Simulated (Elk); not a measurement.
**A self-consistent single point of Y (P6_3/mmc, 2 atoms in the cell) with Elk**

Computed with PBE, all-electron FP-LAPW, Elk's shipped species files, APW+lo basis with extra local orbitals (Elk 10.2.4).

The input file:

```
tasks
  0

xctype
  20

spinpol
  .true.

reducebf
  0.5

rgkmax
  8.0

gmaxvr
  16.0

nxlo
  2

lorbcnd
  .true.

lmaxi
  2

nempty
  12

swidth
  0.00367493

maxscl
  100

scale
  6.902044584

avec
    1.0000000000   -0.0000000496    0.0000000000
   -0.4999999571    0.8660254286    0.0000000000
    0.0000000000    0.0000000000    1.6140144589

sppath
  './'

atoms
  1
  'Y.in'
  2
  0.3333333333  0.6666666667  0.2500000000    0.0 0.0 -0.5
  0.6666666667  0.3333333333  0.7500000000    0.0 0.0 -0.5

ngridk
  11 11 6
```

Output, abridged:

```
│ Elk code version 10.2.4 │

All units are atomic (Hartree, Bohr, etc.)

│ Ground-state run starting from atomic densities │

Lattice vectors :
   6.902044584     -0.3423414114E-06   0.000000000
  -3.451021996       5.977346119       0.000000000
   0.000000000       0.000000000       11.13999975

Unit cell volume      :    459.5908075
Brillouin zone volume :   0.5397197015

Muffin-tin inner radius fraction :   0.1000000000E-01

Nuclei treated as point charges

Species :    1 (Y)
 parameters loaded from : Y.in
 name : yttrium
 nuclear charge    :   -39.00000000
 electronic charge :    39.00000000
 atomic mass :    162065.4502
 muffin-tin radius :    2.600000000
 number of radial points in muffin-tin :    597
 atomic positions (lattice), magnetic fields (Cartesian) :
   1 :   0.33333333  0.16666667  0.25000000    0.00000000  0.00000000 -0.50000000
   2 :  -0.33333333 -0.16666667 -0.25000000    0.00000000  0.00000000 -0.50000000

Total number of atoms per unit cell :    2

Spin treatment :
 spin-polarised
 global magnetic field (Cartesian) :    0.000000000       0.000000000       0.000000000
 collinear magnetisation in z-direction

Number of Bravais lattice symmetries :   24
Number of crystal symmetries         :   24
Crystal has inversion symmetry
Real symmetric eigensolver will be used

k-point grid :     11    11     6
k-point offset :    0.000000000       0.000000000       0.000000000
k-point set is reduced with full crystal symmetry group
Total number of k-points :       64

Muffin-tin radius times maximum |G+k| :    8.000000000
 using average radius
Maximum |G+k| for APW functions       :    3.076923077
Maximum (1/2)|G+k|²                   :    4.733727811
Maximum |G| for potential and density :    16.00000000
 potential will be trimmed for |G| > 2 gkmax
Constant for pseudocharge density :   10
Radial integration step length :    4

G-vector grid sizes :     36    36    60
Number of G-vectors :    31983

Maximum angular momentum used for
 APW functions                      :    8
 outer part of muffin-tin           :    6
 inner part of muffin-tin           :    2

Total nuclear charge    :   -78.00000000
Total core charge       :    56.00000000
Total valence charge    :    22.00000000
Total excess charge     :    0.000000000
Total electronic charge :    78.00000000

Effective Wigner radius, rₛ :    1.120459184

Number of empty states         :   24
Total number of valence states :   70
Total number of core states    :   56

Conduction state local-orbitals added automatically
Total number of local-orbitals :  156

Exchange-correlation functional :     20     0     0
 Perdew-Burke-Ernzerhof, Phys. Rev. Lett. 77, 3865 (1996)
 gradient requirement :    1
 generalised gradient approximation (GGA)

Smearing type :    3
 Fermi-Dirac
Smearing width :   0.3674930000E-02
Effective electronic temperature (K) :    1160.451112

Mixing type :    3
 Broyden mixing, J. Phys. A: Math. Gen. 17, L317 (1984)

Kohn-Sham potential initialised from atomic data
│ Self-consistent loop started │
│ Loop number : 1 │
 total energy                :     -6773.69318233
 total moment                :    1.042758547
│ Loop number : 2 │
 total energy                :     -6773.72589546
 total moment                :    1.041474586
RMS change in Kohn-Sham potential (target) :    2.497796109     (  0.1000000000E-05)
Absolute change in total energy (target)   :   0.3271313274E-01 (  0.1000000000E-03)
│ Loop number : 3 │
 total energy                :     -6773.01809314
 total moment                :   0.1118013439
RMS change in Kohn-Sham potential (target) :    1.262367513     (  0.1000000000E-05)
Absolute change in total energy (target)   :   0.6996240383     (  0.1000000000E-03)
│ Loop number : 4 │
 total energy                :     -6772.40497915
 total moment                :  -0.4985652979
RMS change in Kohn-Sham potential (target) :   0.4250598583     (  0.1000000000E-05)
Absolute change in total energy (target)   :   0.7880199980     (  0.1000000000E-03)
│ Loop number : 5 │
 total energy                :     -6771.83306146
   [... lines left out ...]
RMS change in Kohn-Sham potential (target) :   0.8696846472E-05 (  0.1000000000E-05)
Absolute change in total energy (target)   :   0.7735691943E-03 (  0.1000000000E-03)
│ Loop number : 18 │
 total energy                :     -6771.56913792
 total moment                :   0.1363062616E-02
RMS change in Kohn-Sham potential (target) :   0.2134018210E-05 (  0.1000000000E-05)
Absolute change in total energy (target)   :   0.2187992377E-03 (  0.1000000000E-03)
│ Loop number : 19 │
 total energy                :     -6771.56909538
 total moment                :   0.1064801046E-02
RMS change in Kohn-Sham potential (target) :   0.1047477976E-05 (  0.1000000000E-05)
Absolute change in total energy (target)   :   0.9724193569E-04 (  0.1000000000E-03)
│ Loop number : 20 │
 total energy                :     -6771.56912959
 total moment                :   0.7179669529E-03
RMS change in Kohn-Sham potential (target) :   0.5581008258E-06 (  0.1000000000E-05)
Absolute change in total energy (target)   :   0.9902983038E-05 (  0.1000000000E-03)
Convergence targets achieved

│ Loop number : 21 │

Energies :
 Fermi                       :     0.224976670544
 sum of eigenvalues          :     -4005.34064197
 electron kinetic            :      6985.08363406
 core electron kinetic       :      6871.33430117
 Coulomb                     :     -13537.1458438
 Coulomb potential           :     -10704.6068458
 nuclear-nuclear             :     -615.868791369
 electron-nuclear            :     -15137.9472591
 Hartree                     :      2216.67020667
 Madelung                    :     -8184.84242093
 xc potential                :     -285.817430240
 xc effective B-field        :    -0.141491756735E-08
 external B-field            :      0.00000000000
 exchange                    :     -215.607030406
 correlation                 :     -3.89514978856
 electron entropic           :    -0.475074999653E-02
 total energy                :     -6771.56914071
 (external B-field energy excluded from total)

Density of states at Fermi energy :    110.2008796
 (states/Hartree/unit cell)

Estimated indirect band gap :   0.1009177775E-02
 from k-point     12 to k-point     54
Estimated direct band gap   :   0.9568977343E-02
 at k-point     45

Charges :
 core                        :    56.00000000
 valence                     :    22.00000000
 interstitial                :    4.498716814
 muffin-tins (core leakage)
  species :    1 (Y)
   atom    1                 :    36.75064159     (  0.8986431620E-05)
   atom    2                 :    36.75064159     (  0.8986431620E-05)
 total in muffin-tins        :    73.50128319
 total calculated charge     :    78.00783758
 total charge                :    78.00000000
 error                       :   0.7837580891E-02

Moments :
 interstitial                :   0.2393656474E-03
 muffin-tins
  species :    1 (Y)
   atom    1                 :   0.7300994225E-04
   atom    2                 :   0.7300994225E-04
 total in muffin-tins        :   0.1460198845E-03
 total moment                :   0.3853855319E-03

│ Self-consistent loop stopped │
```

The run converged in 21 iterations. The count includes the last loop, which Elk runs after its targets are met.

The starting cell comes from a database of computed structures (which also holds hypothetical and non-ambient phases and stackings), without a prior relaxation at this level. Its lattice was rescaled by a random factor within 2.5 % of one. The starting moments vanished: the run ended non-magnetic. Values depend on the basis (sphere radii, cutoffs, local orbitals), which need not be converged. The log's line on a gap gives a spacing of levels on this mesh, which the program prints for metals too.

Cost on one core of a shared machine: roughly 2 min.
